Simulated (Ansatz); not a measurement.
Nb2GaC, pressure series

The parent structure is Nb₂GaC (space group P6_3/mmc, No. 194; a cell from a computed database, its experimental status unchecked).

Nb2GaC has the hexagonal space group P6₃/mmc (No. 194), Pearson symbol hP8. Cell: a = 3.1177 Å, b = 3.1177 Å, c = 13.4813 Å, α = 90.00°, β = 90.00°, γ = 120.00°. Nb on 4f is coordinated by 3 C at 2.168 Å and 3 Ga at 2.813 Å and 9 Nb at 3.015–3.118 Å. Ga on 2d sees 6 Nb at 2.813 Å. C on 2a is surrounded by 6 Nb at 2.168 Å (octahedral). (Neighbours: up to the widest gap in distance over summed covalent radii, below 1.35, at either atom; cation-cation and far metal-metal contacts left out.)

Cell and atoms are relaxed at each pressure.

Method: Ansatz (a first-principles code) PBEsol, without spin-orbit coupling.

```csv
pressure (GPa),volume per atom (Å³/atom)
0,14.185
0.3,14.163
0.7,?
1.5,14.076
3,13.972
5,13.838
7.5,13.680
```

Fit the third-order Birch–Murnaghan form P(V) = (3B₀/2)[(V₀/V)^(7/3) − (V₀/V)^(5/3)]·[1 + (3/4)(B₀′ − 4)((V₀/V)^(2/3) − 1)] (squares taken in P) to the rows shown and predict the withheld row.

Least squares on the printed values gives V₀ = 14.185 Å³/atom, B₀ = 192 GPa, B₀′ = 4.2; this predicts 14.134 Å³/atom, and the run gives 14.134 Å³/atom, in agreement.

Load acts through the strain it causes; cell and atoms are relaxed under it. Stability against distortions was not tested. Competing high-pressure phases were not computed. The final runs are not spin-polarised.
